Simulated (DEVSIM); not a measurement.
System: abrupt InP p-n junction, at 350 K.

```
layer (left to right)  material  thickness (μm)  Nd (cm⁻³)  Na (cm⁻³)  τn (s)  τp (s)
---------------------  --------  --------------  ---------  ---------  ------  ------
1                           InP            16.0          -     5.7e15    8e-8    8e-8
2                           InP           0.600     5.6e16          -    8e-8    8e-8
```

Left contact: ohmic. Right contact: ohmic. Voltage is applied to the left contact. Recombination: SRH at mid-gap, Auger. Mobility is constant in doping.

The device is made up for the run: typed textbook-type constants, with dimensions and the other settings drawn at random. Values at 300 K; Nc and Nv go as T^1.5, mobilities as T to minus their exponent, the gap by Varshni's rule with the affinity fixed.

| parameter | InP |
|---|---|
| gap (eV) | 1.344 |
| affinity (eV) | 4.38 |
| permittivity | 12.5 |
| Nc (cm⁻³) | 5.7e17 |
| Nv (cm⁻³) | 1.1e19 |
| μn (cm²/Vs) | 5200 |
| μp (cm²/Vs) | 170 |
| T exponent of μn | 2 |
| T exponent of μp | 2 |
| Cn (cm⁶/s) | 9e-31 |
| Cp (cm⁶/s) | 9e-31 |
| Varshni α (eV/K) | 0.000363 |
| Varshni β (K) | 162 |

DEVSIM, 1D drift-diffusion, Boltzmann statistics, complete ionisation; no tunnelling, impact ionisation, image-force lowering or self-heating.

### Question
Tabulate band edges, carrier densities and field at 1.0 V on the left contact.

### Answer
Energies count from the Fermi level of the right contact; mesh points crowd at the junctions.

```json
[
 {"x (μm)": "0.000", "Ec (eV)": "0.093", "Ev (eV)": "-1.235", "n (cm⁻³)": "130", "p (cm⁻³)": "5.7e15", "field (V/cm)": "82"},
 {"x (μm)": "0.02601", "Ec (eV)": "0.093", "Ev (eV)": "-1.235", "n (cm⁻³)": "8.9e12", "p (cm⁻³)": "5.7e15", "field (V/cm)": "82"},
 {"x (μm)": "0.08445", "Ec (eV)": "0.093", "Ev (eV)": "-1.234", "n (cm⁻³)": "2.9e13", "p (cm⁻³)": "5.7e15", "field (V/cm)": "81"},
 {"x (μm)": "0.2017", "Ec (eV)": "0.094", "Ev (eV)": "-1.234", "n (cm⁻³)": "6.8e13", "p (cm⁻³)": "5.8e15", "field (V/cm)": "80"},
 {"x (μm)": "0.6004", "Ec (eV)": "0.097", "Ev (eV)": "-1.230", "n (cm⁻³)": "1.9e14", "p (cm⁻³)": "5.9e15", "field (V/cm)": "77"},
 {"x (μm)": "1.275", "Ec (eV)": "0.103", "Ev (eV)": "-1.225", "n (cm⁻³)": "3.8e14", "p (cm⁻³)": "6.1e15", "field (V/cm)": "72"},
 {"x (μm)": "2.679", "Ec (eV)": "0.112", "Ev (eV)": "-1.216", "n (cm⁻³)": "6.9e14", "p (cm⁻³)": "6.4e15", "field (V/cm)": "65"},
 {"x (μm)": "7.452", "Ec (eV)": "0.139", "Ev (eV)": "-1.189", "n (cm⁻³)": "1.4e15", "p (cm⁻³)": "7.1e15", "field (V/cm)": "49"},
 {"x (μm)": "11.84", "Ec (eV)": "0.158", "Ev (eV)": "-1.170", "n (cm⁻³)": "1.9e15", "p (cm⁻³)": "7.6e15", "field (V/cm)": "38"},
 {"x (μm)": "14.01", "Ec (eV)": "0.166", "Ev (eV)": "-1.162", "n (cm⁻³)": "2.2e15", "p (cm⁻³)": "7.9e15", "field (V/cm)": "32"},
 {"x (μm)": "15.10", "Ec (eV)": "0.169", "Ev (eV)": "-1.159", "n (cm⁻³)": "2.3e15", "p (cm⁻³)": "8.0e15", "field (V/cm)": "30"},
 {"x (μm)": "15.68", "Ec (eV)": "0.171", "Ev (eV)": "-1.157", "n (cm⁻³)": "2.4e15", "p (cm⁻³)": "8.1e15", "field (V/cm)": "17"},
 {"x (μm)": "15.86", "Ec (eV)": "0.168", "Ev (eV)": "-1.160", "n (cm⁻³)": "2.7e15", "p (cm⁻³)": "7.3e15", "field (V/cm)": "-690"},
 {"x (μm)": "15.95", "Ec (eV)": "0.151", "Ev (eV)": "-1.177", "n (cm⁻³)": "4.8e15", "p (cm⁻³)": "4.1e15", "field (V/cm)": "-4400"},
 {"x (μm)": "15.99", "Ec (eV)": "0.114", "Ev (eV)": "-1.214", "n (cm⁻³)": "1.6e16", "p (cm⁻³)": "1.2e15", "field (V/cm)": "-12000"},
 {"x (μm)": "16.02", "Ec (eV)": "0.090", "Ev (eV)": "-1.238", "n (cm⁻³)": "3.6e16", "p (cm⁻³)": "5.3e14", "field (V/cm)": "-6400"},
 {"x (μm)": "16.06", "Ec (eV)": "0.078", "Ev (eV)": "-1.250", "n (cm⁻³)": "5.4e16", "p (cm⁻³)": "3.4e14", "field (V/cm)": "-790"},
 {"x (μm)": "16.14", "Ec (eV)": "0.077", "Ev (eV)": "-1.251", "n (cm⁻³)": "5.6e16", "p (cm⁻³)": "2.7e14", "field (V/cm)": "≈ 0"},
 {"x (μm)": "16.38", "Ec (eV)": "0.077", "Ev (eV)": "-1.251", "n (cm⁻³)": "5.6e16", "p (cm⁻³)": "1.3e14", "field (V/cm)": "≈ 0"},
 {"x (μm)": "16.50", "Ec (eV)": "0.077", "Ev (eV)": "-1.251", "n (cm⁻³)": "5.6e16", "p (cm⁻³)": "6.0e13", "field (V/cm)": "≈ 0"},
 {"x (μm)": "16.56", "Ec (eV)": "0.077", "Ev (eV)": "-1.251", "n (cm⁻³)": "5.6e16", "p (cm⁻³)": "2.2e13", "field (V/cm)": "≈ 0"},
 {"x (μm)": "16.60", "Ec (eV)": "0.077", "Ev (eV)": "-1.251", "n (cm⁻³)": "5.6e16", "p (cm⁻³)": "< 1e2", "field (V/cm)": "≈ 0"}
]
```
